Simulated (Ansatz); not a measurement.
Fluorite PtAl2, relaxed in Ansatz (plane waves) with several semilocal functionals. Each gives its own volume and its own bulk modulus:

```
level   V0 (Å³/atom)  bulk modulus (GPa)   ln V0   ln B0
------  ------------  ------------------  ------  ------
LDA           16.711               145.3  2.8161  4.9788
PBEsol        17.084               138.7  2.8381  4.9323
PBE           17.520               129.2  2.8633  4.8614
```

Problem. Fit a straight line to ln B0 against ln V0. What does it predict for r²SCAN, whose volume is 17.150 Å³/atom?

Solution. With x = ln V0 and y = ln B0: means 2.83917 and 4.92417; Σ(Δx Δy) = -0.002784, Σ(Δx²) = 0.001116, so the slope is -2.49. At x = 2.8420 the line gives y = 4.92417 + (-2.49) × (2.8420 − 2.83917) = 4.9171, or 136.6 GPa. The run with r²SCAN gives 141.6 GPa, +3.7 % from the line. The rows used scatter about it by up to 0.5 %, while the largest value lies 12 % above the smallest. For comparison, PBE's own equation of state has B′ = 4.5, the slope −d ln B/d ln V at a fixed functional; the two needn't agree, since functionals also differ at one volume.

The crystal itself was run without spin with r²SCAN; a magnetic state was not tried in these runs.

Ansatz's density-functional and Hartree–Fock values are scalar-relativistic unless marked +SOC, with PAW data made under PBE.

Ansatz is an electronic-structure program.
